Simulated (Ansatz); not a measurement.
We consider ZrCu (P2₁/m, No. 11, 4 atoms in the cell; start mp-1067210), described by r²SCAN (PAW; Ansatz, a first-principles code).

Numerical settings: plane-wave cutoff 560 eV, 18×14×10 k mesh (along the axes of the cell as run), Fermi–Dirac smearing 0.05 eV, no spin polarisation, scalar-relativistic PAW data made under PBE.

Cell (relaxed at this level):

```
CuZr
1.0
    3.27992     0.00000     0.09616
    0.00000     4.12523     0.00000
   -1.37079     0.00000     5.11149
Zr Cu
2 2
Direct
  0.36191   0.75000   0.20194
  0.63809   0.25000   0.79806
  0.06366   0.75000   0.64411
  0.93634   0.25000   0.35589
```

Q: Estimate the bulk modulus that the calculation returns.

A: 
* **bulk modulus**: 124 GPa

Note: the run has no spin polarisation, so it can have missed a magnetic state; the bulk modulus is −V dP/dV from two relaxed cells at ±2 % in volume; the relaxation could not lower the start's symmetry, so the cell can be a saddle point above a distorted one.

The computed numbers hold no vibrational or temperature effects.

A start named mp-… is a Materials Project structure, which need not be a measured phase.
